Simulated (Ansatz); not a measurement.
## SnO: Sn → Pb

Consider SnO in the litharge type structure (space group P4/nmm, No. 129; a = 3.793 Å, c = 4.764 Å; layered, stacked along the Cartesian z axis).

Modification: every Sn is replaced by Pb, then cell and atoms are relaxed.

The values are results of r2SCAN+rVV10/PAW in Ansatz (a quantum-chemistry and plane-wave program), scalar-relativistic without spin-orbit coupling, earlier PAW set, not measurements. Γ-centred 8×8×7 mesh, Fermi–Dirac width 0.05 eV, for the changed cell.

| quantity | base | changed | shift |
|---|---|---|---|
| volume per atom | 17.13 Å³ | 19.84 Å³ | +2.702 Å³ |
| density | 6.53 g/cm³ | 9.34 g/cm³ | +2.81 g/cm³ |
| lattice parameter a | 3.793 Å | 3.980 Å | +0.187 Å |
| c/a ratio | 1.256 | 1.259 | +0.003 |
| space group | P4/nmm (No. 129) | P4/nmm (No. 129) | – |
| shortest interatomic distance | 2.216 Å | 2.316 Å | +0.100 Å |
| band gap | zero | 1.50 eV | – |
| gap character | absent | indirect, Γ → M | – |

With Pb present, leaving out spin-orbit coupling can change the band edges. Stability against distortions was not tested. The final runs are not spin-polarised. The zero or small gap of SnO can change with the level of theory.
